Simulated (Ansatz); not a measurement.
## WSe2 with two functionals, uniaxial strain ε_zz = −3.22 %

Base system: WSe2 in the 2H-MoS2 type structure (space group P6_3/mmc, No. 194; a = 3.279 Å, c = 12.786 Å; layered, stacked along the Cartesian z axis). Axes: x lies along a and z along c of the hexagonal cell.

(Cell as relaxed with PBE-D3(BJ).)

Levels (all Ansatz, a first-principles code, PAW): PBE-D3(BJ) (420 eV, no spin-orbit coupling); r2SCAN+rVV10 (500 eV, scalar-relativistic without spin-orbit coupling).

Each level relaxes its own structure.

| base | PBE-D3(BJ) | r2SCAN+rVV10 |
|---|---|---|
| volume per atom | 19.84 Å³ | 20.67 Å³ |
| lattice parameter a | 3.279 Å | 3.300 Å |
| band gap | 0.87 eV | 1.12 eV |

Now apply this change: uniaxial strain ε_zz = −3.22 %, all other strain components held at zero; the atoms relax in the strained cell.

| quantity | PBE-D3(BJ) | r2SCAN+rVV10 |
|---|---|---|
| stress (xx, yy, zz, yz, xz, xy; compression positive) | (0.59, 0.59, 2.95, 0.00, 0.00, 0.00) GPa | (0.48, 0.48, 2.12, 0.00, 0.00, 0.00) GPa |
| energy relative to the base (free energy F) | +5.3 meV/atom | +4.0 meV/atom |
| band gap | 0.71 eV | 0.96 eV |

PBE-D3(BJ)'s energy relative to the base lies 1.4 meV/atom above r2SCAN+rVV10's; PBE-D3(BJ)'s band gap lies 0.255 eV below r2SCAN+rVV10's. Neither level is exact; r2SCAN+rVV10 is the comparison here, not a measurement.

With W present, leaving out spin-orbit coupling can change the band edges. No phonon test of stability was made.
